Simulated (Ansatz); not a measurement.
Results of PBEsol in Ansatz (PAW) for In₂S₃ (R-3c, No. 167, 10 atoms in the cell; start mp-22375; a measured phase of this formula has another space group).

Run with plane-wave cutoff 520 eV, 6×6×6 k mesh, Fermi–Dirac smearing 0.01 eV, scalar-relativistic PAW data made under PBE.

Cell (relaxed with PBEsol):

```
In2S3
1.0
    3.28658     1.89751     5.86900
   -3.28658     1.89751     5.86900
    0.00000    -3.79502     5.86900
In S
4 6
Cartesian
  0.00000   0.00000   6.25560
  0.00000   0.00000  11.35142
  0.00000   0.00000   2.54791
  0.00000   0.00000  15.05910
  0.97684  -2.10308  10.27076
 -0.97684   2.10308   7.33626
  1.33290   1.89751  10.27076
 -1.33290  -1.89751   7.33626
 -2.30974   0.20557  10.27076
  2.30974  -0.20557   7.33626
```

Q: Predict the band gap and smallest direct gap on the k points sampled.

A: 
band gap: 0.45 eV
smallest direct gap on the k points sampled: 0.68 eV

Spin–orbit coupling is not included.

Static lattice: no zero-point or thermal effects.

A start named mp-… is a Materials Project structure, which need not be a measured phase.

Ansatz is a program for electronic structure.
